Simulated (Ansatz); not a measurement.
Results of r²SCAN in Ansatz (plane waves, PAW) for BSi₆As (model structure, I-42m, No. 121, 8 atoms in the cell).

Numerical settings: plane-wave cutoff 560 eV, 10×10×10 k mesh, Fermi–Dirac smearing 0.01 eV, scalar-relativistic PAW data made under PBE.

Cell (relaxed at this level):

```yaml
crystal:
  lattice:
    - [-2.63237, 2.63237, 5.25271]
    - [2.63237, -2.63237, 5.25271]
    - [2.63237, 2.63237, -5.25271]
  atoms:
    - { symbol: B, position: [0.00000, 0.00000, 0.00000] }
    - { symbol: Si, position: [0.33591, 0.33591, 0.43614] }
    - { symbol: Si, position: [0.75000, 0.25000, 0.50000] }
    - { symbol: Si, position: [0.10023, 0.66409, 0.00000] }
    - { symbol: Si, position: [0.25000, 0.75000, 0.50000] }
    - { symbol: Si, position: [0.66409, 0.10023, 0.00000] }
    - { symbol: As, position: [0.50000, 0.50000, 0.00000] }
    - { symbol: Si, position: [0.89977, 0.89977, 0.56386] }
```

Task: Give the computed band gap and smallest direct gap on the k points sampled.

Result: 
- band gap: 0.09 eV (indirect)
- smallest direct gap on the k points sampled: 0.29 eV

Note: the relaxation could raise the start's symmetry but not lower it, so the cell can be a saddle point.

Spin–orbit coupling is not included; it can close the smallest gap of 0.09 eV.

Computed values are for the static lattice.

Computing time: about 60 core-seconds (a rough figure).

A model structure was made by putting elements into a prototype or built by hand; it is no filed structure, need not be a known phase, and can be a saddle point held by its symmetry.

Ansatz is a quantum-chemistry and plane-wave program.
